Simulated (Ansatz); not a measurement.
Start from Nb3Sn in the A15 (Cr3Si type) structure (space group Pm-3n, No. 223; a = 5.259 Å).

Computed with PBEsol (Ansatz, a quantum-chemistry and plane-wave program, PAW, no spin-orbit coupling).

Before the change:

```
Item        Value
--------  -------
Pressure  0.0 GPa
Band gap     zero
```

The change: the cell is scaled by 1.0459 in all directions, atoms relaxed at fixed cell.

### Question
How does this affect the energy relative to the base?

### Answer
The energy goes up by 164 meV/atom.

### Question
What happens to the pressure?

### Answer
The pressure goes from zero to -17.8 GPa.

### Question
What does the calculation give for the band gap after the change?

### Answer
The band gap is still zero.

The cells carry an imposed strain or load. No phonon test of stability was made. All final runs are without spin polarisation.
